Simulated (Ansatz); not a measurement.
## A computed series for ZrSe2: response to strain

The reference is ZrSe$_{2}$ in the CdI2 type structure (space group P-3m1, No. 164; a = 3.735 Å, c = 6.032 Å; layered, stacked along the Cartesian z axis).

Strains are applied to the cell and any free atomic positions relax.

The values are results of PBE-D3(BJ) (Ansatz, a quantum-chemistry and plane-wave program; PAW; 420 eV plane waves; scalar-relativistic without spin-orbit coupling), not measurements.

Candidates:
(a) isotropic strain +2.50 %
(b) isotropic strain −2.50 %
(c) isotropic strain +3.00 %
(d) isotropic strain −1.50 %

Notes on the quantities. energy relative to the base: free energy F.

**Question.** Order them by energy relative to the base, lowest first.

**Answer.** (d) isotropic strain −1.50 % (+6.3 meV/atom), (a) isotropic strain +2.50 % (+15 meV/atom), (b) isotropic strain −2.50 % (+18 meV/atom), (c) isotropic strain +3.00 % (+22 meV/atom)

No phonon test of stability was made. All final runs are without spin polarisation.
